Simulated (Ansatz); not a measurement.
# A computed series for Ta: response to strain

Consider Ta in the bcc (W type) structure (space group Im-3m, No. 229; a = 3.2823 Å; relaxed with 0.1 eV smearing). Axes: x, y, z lie along the cube axes.

Strains are applied to the cell and any free atomic positions relax; under biaxial strain the out-of-plane vector relaxes too; under stress the whole cell relaxes.

All numbers come from PBEsol, PAW, 420 eV (Ansatz, a first-principles code; no spin-orbit coupling), earlier PAW set.

Notes on the quantities. pressure: mean of the normal stresses, compression positive.

```csv
variant,space group,pressure,volume per atom
base,Im-3m (No. 229),0.0 GPa,17.68 Å³
"biaxial strain −1.20 %, plane normal [001], relaxed out of plane",I4/mmm (No. 139),2.1 GPa,17.51 Å³
"biaxial strain +3.89 %, plane normal [110], relaxed out of plane",Fmmm (No. 69),-5.6 GPa,18.24 Å³
isotropic strain +2.04 %,Im-3m (No. 229),___,18.79 Å³
isotropic strain +2.91 %,Im-3m (No. 229),-15.1 GPa,19.27 Å³
isotropic strain +3.24 %,Im-3m (No. 229),-16.5 GPa,19.46 Å³
uniaxial strain ε_yy = +4.80 %,I4/mmm (No. 139),-8.7 GPa,18.53 Å³
uniaxial strain ε_zz = −1.28 %,I4/mmm (No. 139),2.7 GPa,17.45 Å³
tensor shear ε_yz = −2.94 %,Fmmm (No. 69),0.4 GPa,17.67 Å³
"uniaxial stress, 1 GPa tension along x",I4/mmm (No. 139),–,17.71 Å³
```

Problem. What belongs in the blanks?

Solution. 
- isotropic strain +2.04 %, pressure: -11.2 GPa

Stability under load was not tested beyond the relaxation. The final runs are not spin-polarised.
